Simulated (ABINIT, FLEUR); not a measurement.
A FLEUR input for a self-consistent single point of CuGaSe2 (I-42d, 8 atoms in the cell) (DFT, PBE, all-electron FLAPW (FLEUR), scalar-relativistic valence):

Input of the input generator:

```
CuGaSe2 FLAPW
&input film=f /
-5.2471458385 5.2471458385 10.3072257981
5.2471458385 -5.2471458385 10.3072257981
5.2471458385 5.2471458385 -10.3072257981
1.0
1.0 1.0 1.0

8
31 0.5000000000 0.5000000000 0.0000000000
31 0.2500000000 0.7500000000 0.5000000000
29 0.0000000000 0.0000000000 0.0000000000
29 0.7500000000 0.2500000000 0.5000000000
34 0.8750000000 0.8750000000 0.5000000000
34 0.1250000000 0.6250000000 0.0000000000
34 0.3750000000 0.3750000000 0.5000000000
34 0.6250000000 0.1250000000 0.0000000000

&comp jspins=1 /
&kpt div1=3 div2=3 div3=3 /
&end /
```

```xml
<?xml version="1.0" encoding="UTF-8" standalone="no"?>
<fleurInput fleurInputVersion="0.39">
   <comment>
      CuGaSe2 FLAPW                                                                                       
   </comment>
   <calculationSetup>
      <cutoffs Kmax="3.8" Gmax="15.2" GmaxXC="15.2" numbands="0"/>
      <scfLoop itmax="100" minDistance="0.00001" maxIterBroyd="25" imix="Anderson" alpha="0.05" precondParam="0.0" spinf="2.0"/>
      <coreElectrons ctail="T" frcor="F" kcrel="0" coretail_lmax="0"/>
      <xcFunctional name="pbe" relativisticCorrections="F"/>
      <magnetism jspins="1"/>
      <soc l_soc="F" theta="0.0" phi="0.0" spav="F"/>
      <expertModes spex="0" secvar="F"/>
      <geometryOptimization l_f="T" forcealpha="1.0" forcemix="BFGS" epsdisp="0.00001" epsforce="0.00001"/>
      <ldaU l_linMix="F" mixParam="0.05" spinf="1.0"/>
   </calculationSetup>
   <cell>
      <bzIntegration valenceElectrons="112.0" mode="hist" fermiSmearingEnergy="0.00036749">
         <kPointListSelection listName="default-1"/>
         <!-- k-points included here -->
         <xi:include xmlns:xi="http://www.w3.org/2001/XInclude" href="kpts.xml"> </xi:include>
      </bzIntegration>
      <!-- symmetry operations included here -->
      <xi:include xmlns:xi="http://www.w3.org/2001/XInclude" href="sym.xml"> </xi:include>
      <bulkLattice scale="1.0">
         <bravaisMatrix>
            <row-1>   -5.2471458384999998     5.2471458384999998    10.3072257980999993</row-1>
            <row-2>    5.2471458384999998    -5.2471458384999998    10.3072257980999993</row-2>
            <row-3>    5.2471458384999998     5.2471458384999998   -10.3072257980999993</row-3>
         </bravaisMatrix>
      </bulkLattice>
   </cell>
   <atomSpecies>
      <species name="Gallium (Ga)" element="Ga" atomicNumber="31">
         <mtSphere radius="2.06" gridPoints="727" logIncrement="0.017"/>
         <atomicCutoffs lmax="8" lnonsphr="6"/>
         <electronConfig flipSpins="F">
            <coreConfig>(1s1/2) (2s1/2) (2p1/2) (2p3/2) (3s1/2) (3p1/2) (3p3/2)</coreConfig>
            <valenceConfig>(4s1/2) (3d3/2) (3d5/2) (4p1/2) (4p3/2)</valenceConfig>
            <stateOccupation state="(4p1/2)" spinUp="0.1666666666667" spinDown="0.1666666666667"/>
            <stateOccupation state="(4p3/2)" spinUp="0.3333333333333" spinDown="0.3333333333333"/>
         </electronConfig>
         <energyParameters s="4" p="4" d="3" f="4"/>
         <lo type="HELO" l="2" n="4" eDeriv="0"/>
      </species>
      <species name="Copper (Cu)" element="Cu" atomicNumber="29">
         <mtSphere radius="2.06" gridPoints="727" logIncrement="0.017"/>
         <atomicCutoffs lmax="8" lnonsphr="6"/>
         <electronConfig flipSpins="F">
            <coreConfig>(1s1/2) (2s1/2) (2p1/2) (2p3/2) (3s1/2) (3p1/2) (3p3/2)</coreConfig>
            <valenceConfig>(4s1/2) (3d3/2) (3d5/2)</valenceConfig>
            <stateOccupation state="(4s1/2)" spinUp="0.5" spinDown="0.5"/>
         </electronConfig>
         <energyParameters s="4" p="4" d="3" f="4"/>
         <lo type="HELO" l="2" n="4" eDeriv="0"/>
      </species>
      <species name="Selenium (Se)" element="Se" atomicNumber="34">
         <mtSphere radius="2.06" gridPoints="727" logIncrement="0.017"/>
         <atomicCutoffs lmax="8" lnonsphr="6"/>
         <electronConfig flipSpins="F">
            <coreConfig>(1s1/2) (2s1/2) (2p1/2) (2p3/2) (3s1/2) (3p1/2) (3p3/2)</coreConfig>
            <valenceConfig>(4s1/2) (3d3/2) (3d5/2) (4p1/2) (4p3/2)</valenceConfig>
            <stateOccupation state="(4p1/2)" spinUp="0.6666666666667" spinDown="0.6666666666667"/>
            <stateOccupation state="(4p3/2)" spinUp="1.3333333333333" spinDown="1.3333333333333"/>
         </electronConfig>
         <energyParameters s="4" p="4" d="3" f="4"/>
         <lo type="HELO" l="2" n="4" eDeriv="0"/>
      </species>
   </atomSpecies>
   <atomGroups>
      <atomGroup species="Gallium (Ga)">
         <relPos label="                   1">1.000/2.000 1.000/2.000 .0000000000</relPos>
         <relPos label="                   2">1.000/4.000 -1.000/4.000 1.000/2.000</relPos>
         <force calculate="T" relaxXYZ="TTT"/>
      </atomGroup>
      <atomGroup species="Copper (Cu)">
         <relPos label="                   3">.0000000000 .0000000000 .0000000000</relPos>
         <relPos label="                   4">-1.000/4.000 1.000/4.000 1.000/2.000</relPos>
         <force calculate="T" relaxXYZ="TTT"/>
      </atomGroup>
      <atomGroup species="Selenium (Se)">
         <relPos label="                   5">-1.000/8.000 -1.000/8.000 1.000/2.000</relPos>
         <relPos label="                   6">1.000/8.000 -3.000/8.000 .0000000000</relPos>
         <relPos label="                   7">3.000/8.000 3.000/8.000 1.000/2.000</relPos>
         <relPos label="                   8">-3.000/8.000 1.000/8.000 .0000000000</relPos>
         <force calculate="T" relaxXYZ="TTT"/>
      </atomGroup>
   </atomGroups>
   <output dos="F" band="F" slice="F">
      <checks vchk="F" cdinf="F"/>
      <bandDOS minEnergy="-.5*Htr" maxEnergy="0.5*Htr" sigma="0.015" storeEVData="T"/>
      <vacuumDOS vacdos="F" integ="F" star="F" nstars="0" locx1="0.0" locy1="0.0" locx2="0.0" locy2="0.0" nstm="0" tworkf="0.0"/>
      <unfoldingBand unfoldBand="F" supercellX="1" supercellY="1" supercellZ="1"/>
      <plotting iplot="0" polar="F">
         <plot TwoD="T" vec1="  1.0  0.0  0.0" vec2="  0.0  1.0  0.0" vec3="  0.0  0.0  1.0" zero="  0.0  0.0  0.0" file="plot"/>
      </plotting>
      <chargeDensitySlicing numkpt="0" minEigenval="0.0" maxEigenval="0.0" nnne="0" pallst="F"/>
      <specialOutput eonly="F"/>
      <magneticCircularDichroism mcd="F" energyLo="-10.0" energyUp="0.0"/>
   </output>
  <!-- We include the file relax.xml here to enable relaxations (see documentation) -->
  <xi:include xmlns:xi="http://www.w3.org/2001/XInclude" href="relax.xml"> <xi:fallback/> </xi:include>
</fleurInput>
```

Question: Give the ABINIT input for the same structure, mesh, smearing and functional.

Answer: This is the input that was run; spellings and numerical settings could be chosen otherwise.

```
# CuGaSe2, JTH v2.0 PBE PAW
pp_dirpath "./"
pseudos "Ga.GGA_PBE-JTH.xml, Cu.GGA_PBE-JTH.xml, Se.GGA_PBE-JTH.xml"
acell 12.7005504823 12.7005504823 12.7005504823
rprim
        -0.4131431819    0.4131431819    0.8115574055
         0.4131431819   -0.4131431819    0.8115574055
         0.4131431819    0.4131431819   -0.8115574055
natom 8
ntypat 3
znucl 31 29 34
typat 1 1 2 2 3 3 3 3
xcart
         0.0000000000   -0.0000000000    5.4543490000
         2.7766700000   -0.0000000000    2.7271745000
         0.0000000000    0.0000000000    0.0000000000
         0.0000000000    2.7766700000    2.7271745000
         1.3883350000    1.3883350000    6.8179362500
         1.3883350000   -1.3883350000    4.0907617500
         1.3883350000    1.3883350000    1.3635872500
        -1.3883350000    1.3883350000    4.0907617500
      Angstrom
ecut 30
pawecutdg 60
pawxcdev 0
ixc 11
occopt 3
tsmear 0.00036749
nband 55
kptopt 1
ngkpt 3 3 3
nshiftk 1
shiftk 0 0 0
nstep 80
tolvrs 1.0e-11
prtwf 0
prtden 0
prtvol 1
enunit 2
```

Basis, cutoffs, solver keys and any potentials are the target program's own. This input uses DFT, PBE, plane waves, PAW (JTH v2.0 PBE PAW).

The starting cell has typed, rounded lattice constants, without a prior relaxation at this level. Its lattice was rescaled by a random factor within 2.5 % of one.
